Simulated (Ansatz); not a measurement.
## Pd₃In (Pm-3m, No. 221, 4 atoms in the cell; start mp-31337)

The numbers are results of PBEsol in Ansatz (plane waves, PAW), not measurements.

Settings: plane-wave cutoff 520 eV, 14×14×14 k mesh, Fermi–Dirac smearing 0.05 eV, scalar-relativistic PAW data made under PBE.

Cell (relaxed at this level):

InPd3 is taken in the cubic space group Pm-3m (No. 221), the Cu3Au type structure, Pearson symbol cP4. Cell: a = 3.9697 Å, b = 3.9697 Å, c = 3.9697 Å, α = 90.00°, β = 90.00°, γ = 90.00°. In on 1a is coordinated by 12 Pd at 2.807 Å (cuboctahedral). Pd on 3c is surrounded by 8 Pd at 2.807 Å and 4 In at 2.807 Å (cuboctahedral). (Neighbours: up to the widest gap in distance over summed covalent radii, below 1.35, at either atom.)

| Item | Result |
|---|---|
| band gap | none |
| bulk modulus B0 | 173 GPa |

Note: the relaxation could not lower the start's symmetry, so the cell can be a saddle point above a distorted one; the bulk modulus is −V dP/dV from two relaxed cells at ±2 % in volume.

Spin–orbit coupling is not included.

The computed numbers hold no vibrational or temperature effects.

The result took about 50 core-seconds (a rough figure).

A start named mp-… is a Materials Project structure, which need not be a measured phase.

Ansatz is an electronic-structure program.
